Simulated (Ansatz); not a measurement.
**How the lattice parameter a of HfO2 (P4₂/nmc, No. 137; high-temperature phase) moves with the method**

No measured value is used here.

Question: Put these levels in order of the lattice parameter a that they give for HfO2 (P4₂/nmc, No. 137; high-temperature phase), smallest first: LDA (Ansatz, a program for electronic structure), PBE (Ansatz), PBE-D3(BJ) (Ansatz), r²SCAN-D4 (Ansatz).

Answer: LDA (3.537 Å), r²SCAN-D4 (3.571 Å), PBE-D3(BJ) (3.587 Å), PBE (3.604 Å)

Density-functional levels without +SOC have no spin–orbit coupling. r²SCAN-D4, LDA, PBE-D3(BJ), PBE: the relaxation could not lower the start's symmetry, so the cell can be a saddle point above a distorted one. Ansatz's density-functional and Hartree–Fock values are scalar-relativistic unless marked +SOC, with PAW data made under PBE.
